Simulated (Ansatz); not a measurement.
## TaGa3 (model structure, started from the Cu3Au type, Pm-3m, No. 221, 4 atoms in the cell): properties by level of theory

| level (code) | lattice parameter a (Å) | cohesive energy (eV/atom) |
|---|---|---|
| LDA (Ansatz) | 3.937 | ? |
| PBE (Ansatz) | 4.034 | 3.97 |
| PBEsol (Ansatz) | 3.975 | ? |
| r²SCAN (Ansatz) | ? | 4.09 |

**Question.** Complete the blanks.

**Answer.** 
- LDA (Ansatz, a first-principles code), cohesive energy (eV/atom): 5.00
- PBEsol (Ansatz), cohesive energy (eV/atom): 4.57
- r²SCAN (Ansatz), lattice parameter a (Å): 3.988

Ansatz's density-functional and Hartree–Fock values are scalar-relativistic unless marked +SOC, with PAW data made under PBE.

Free atoms are spin-polarised, in the lowest state found; at levels without +SOC their spin–orbit coupling is left out.

Static lattice: no zero-point or thermal effects.

A model structure was made by putting elements into a prototype or built by hand; it is no filed structure, need not be a known phase, and can be a saddle point held by its symmetry.
